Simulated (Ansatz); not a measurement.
Consider WC (space group P-6m2, No. 187; relaxed with 0.1 eV smearing).

```
WC
1.0
    2.91268     0.00000     0.00000
   -1.45634     2.52245     0.00000
    0.00000     0.00000     2.83536
W C
1 1
Direct
  0.00000   0.00000   0.00000
  0.33333   0.66667   0.50000
```

Cartesian axes are those of the cell as printed.

The values are results of r2SCAN in Ansatz (plane waves to 500 eV, PAW, no spin-orbit coupling), not measurements.

Strains are applied to the cell and any free atomic positions relax.

One change was made to it. Results:

The energy goes up by 5.6 meV/atom; the band gap is still zero.

Name the change that was made.
A) uniaxial strain ε_xx = −1.50 %
B) uniaxial strain ε_xx = −1.00 %
C) uniaxial strain ε_xx = −2.50 %
D) uniaxial strain ε_xx = −2.00 %

A, uniaxial strain ε_xx = −1.50 %. For comparison, the energy relative to the base in the other runs: uniaxial strain ε_xx = −2.00 % gives +10 meV/atom; uniaxial strain ε_xx = −1.00 % gives +2.5 meV/atom; uniaxial strain ε_xx = −2.50 % gives +16 meV/atom.

Whether these cells are dynamically stable was not tested. All final runs are without spin polarisation.

Ansatz is a first-principles code.
